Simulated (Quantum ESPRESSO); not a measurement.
A user runs Quantum ESPRESSO on SrNbO3 (Pnma, 20 atoms in the cell) and asks whether the run is sound. The aim is a self-consistent single point with DFT, PBEsol, plane waves, GBRV 1.5 ultrasoft (PBESOL) pseudopotentials.

Cell that was meant: a = 5.7302 Å, b = 8.1351 Å, c = 5.7267 Å, α = 90.00°, β = 90.00°, γ = 90.00°.

Part of the input:

```fortran
O     0.5056500000    0.7500000000    0.9624100000
O     0.0056500000    0.7500000000    0.5375900000
O     0.9943500000    0.2500000000    0.4624100000
K_POINTS gamma
CELL_PARAMETERS angstrom
   5.7301700000     0.0000000000     0.0000000000
   0.0000000000     8.1350800000     0.0000000000
```

Log, with long lists cut:

```
     gamma-point specific algorithms are used
     Message from routine setup:
   [... lines left out ...]

     number of k points=     1  Marzari-Vanderbilt smearing, width (Ry)=  0.0100
                       cart. coord. in units 2pi/alat
        k(    1) = (   0.0000000   0.0000000   0.0000000), wk =   2.0000000

     Dense  grid:    87120 G-vectors     FFT dimensions: (  64,  90,  64)

     Smooth grid:    30803 G-vectors     FFT dimensions: (  48,  64,  48)

     Initial potential from superposition of free atoms

     starting charge     163.8670, renormalised to     164.0000

     negative rho (up, down):  2.532E-01 0.000E+00
     Self-consistent Calculation

     iteration #  1     ecut=    40.00 Ry     beta= 0.40

     negative rho (up, down):  2.548E-01 0.000E+00

     total energy              =   -1138.53230230 Ry
     estimated scf accuracy    <       8.26520814 Ry

     iteration #  2     ecut=    40.00 Ry     beta= 0.40

     negative rho (up, down):  2.576E-01 0.000E+00

     total energy              =   -1140.66812438 Ry
     estimated scf accuracy    <       0.95356801 Ry

     iteration #  3     ecut=    40.00 Ry     beta= 0.40

     negative rho (up, down):  2.617E-01 0.000E+00

     total energy              =   -1140.79561930 Ry
     estimated scf accuracy    <       0.08653108 Ry

   [... 12 blocks of this kind left out ...]

     iteration # 16     ecut=    40.00 Ry     beta= 0.40

     negative rho (up, down):  2.645E-01 0.000E+00

     total energy              =   -1140.80562314 Ry
     estimated scf accuracy    <          8.5E-09 Ry

     iteration # 17     ecut=    40.00 Ry     beta= 0.40

     negative rho (up, down):  2.645E-01 0.000E+00
     End of self-consistent calculation

     the Fermi energy is    11.8962 ev

!    total energy              =   -1140.80562314 Ry
     estimated scf accuracy    <          3.5E-10 Ry
     smearing contrib. (-TS)   =      -0.00733886 Ry
     internal energy E=F+TS    =   -1140.79828427 Ry

     convergence has been achieved in  17 iterations

     negative rho (up, down):  2.645E-01 0.000E+00

     Forces acting on atoms (cartesian axes, Ry/au):

     atom    1 type  1   force =    -0.00972578    0.00000000    0.00692610
     atom    2 type  1   force =     0.00972578    0.00000000   -0.00692610
     atom    3 type  1   force =     0.00972578    0.00000000    0.00692610
     atom    4 type  1   force =    -0.00972578   -0.00000000   -0.00692610
   [... lines left out ...]
     Total force =     0.060324     Total SCF correction =     0.000051
   [... lines left out ...]

     negative rho (up, down):  2.645E-01 0.000E+00
          total   stress  (Ry/bohr**3)                   (kbar)     P=      -25.77
   0.00014230   0.00000000   0.00000000           20.93        0.00        0.00
   0.00000000  -0.00079878   0.00000000            0.00     -117.50        0.00
   0.00000000   0.00000000   0.00013100            0.00        0.00       19.27

   JOB DONE.
```

### Question
Is this run sound? If not, what is wrong?

### Answer
The run is not sound. The fault is a single k-point for a small metallic cell. One k-point cannot sample the Fermi surface of a small cell. To fix it, use a converged k-point mesh. The run converged in 17 iterations without an error; against the sound input the free energy rises by 274 meV/atom, the pressure goes from -6.47 to -2.58 GPa and the largest force goes from 0.094 to 0.477 eV/Å.

An input that runs soundly differs in these lines (not the only fix; some lines may just follow from the change or write a value another way):
```diff
-K_POINTS gamma
+K_POINTS automatic
+5 4 5  1 1 1
```

With that input, the run converged in 13 iterations: free energy E − TS -15526.9272 eV; Fermi level (on the code's own zero) 13.08 eV; pressure -6.47 GPa; largest force (vector length) 0.094 eV/Å (DFT, PBEsol, plane waves, GBRV 1.5 ultrasoft (PBESOL) pseudopotentials).

On the sound input: the starting cell comes from a database of computed structures (which also holds hypothetical and non-ambient phases and stackings), without a prior relaxation at this level. Spin polarisation is off. With a pressure of about -6 GPa the cell is away from its equilibrium volume at this level.
